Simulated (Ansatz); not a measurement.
# Response to strain in BN

The reference is BN in the zinc blende structure (space group F-43m, No. 216; a = 3.581 Å).

Strains are applied to the cell and any free atomic positions relax.

All numbers come from LDA, PAW, 420 eV (Ansatz, a first-principles code; no SOC).

Candidates:
(a) isotropic strain −3.00 %
(b) isotropic strain +1.00 %
(c) isotropic strain −1.00 %

For the base:

```
Property                        Result
-----------------------------  -------
Width of the top valence band  6.77 eV
```

### Question
Order them by width of the top valence band, highest first.

### Answer
(a) isotropic strain −3.00 % (7.45 eV), (c) isotropic strain −1.00 % (6.98 eV), (b) isotropic strain +1.00 % (6.55 eV)

The levels and masses belong to the bands next to the band gap. Whether these cells are dynamically stable was not tested.
